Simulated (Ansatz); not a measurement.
## How far PBE and PBEsol part for hypothetical anti-perovskite Mn3SiN, pressure 5 GPa

Start from Mn$_{3}$SiN in the anti-perovskite structure (space group Pm-3m, No. 221; a = 3.719 Å; ferromagnetic; a hypothetical phase, not in the database extracts checked).

(Cell as relaxed with PBE.)

Levels (all Ansatz, an electronic-structure program, PAW): PBE (420 eV, scalar-relativistic without spin-orbit coupling); PBEsol (420 eV, without spin-orbit coupling).

Each level relaxes its own structure.

| base | PBE | PBEsol |
|---|---|---|
| volume per atom | 10.29 Å³ | 9.94 Å³ |
| lattice parameter a | 371.9 pm | 367.7 pm |
| band gap | zero | zero |
| largest site moment | 0.63 μB | 0.56 μB |

One thing is altered: cell and atoms relaxed at a pressure of 5 GPa.

| quantity | PBE | PBEsol |
|---|---|---|
| largest site moment | 0.60 μB | … |
| volume per atom | 10.10 Å³ | … |

Problem. Predict the PBEsol column.

Solution. 
- largest site moment, PBEsol: 0.53 μB
- volume per atom, PBEsol: 9.77 Å³

PBE's largest site moment lies 0.065 μB above PBEsol's; PBE's volume per atom lies 0.322 Å³ above PBEsol's (3.3 %). Neither level is exact; PBEsol is the comparison here, not a measurement.

Other magnetic orders, which the real material may have, were not ruled out. Load acts through the strain it causes; cell and atoms are relaxed under it. Stability against distortions was not tested. Competing high-pressure phases were not computed.
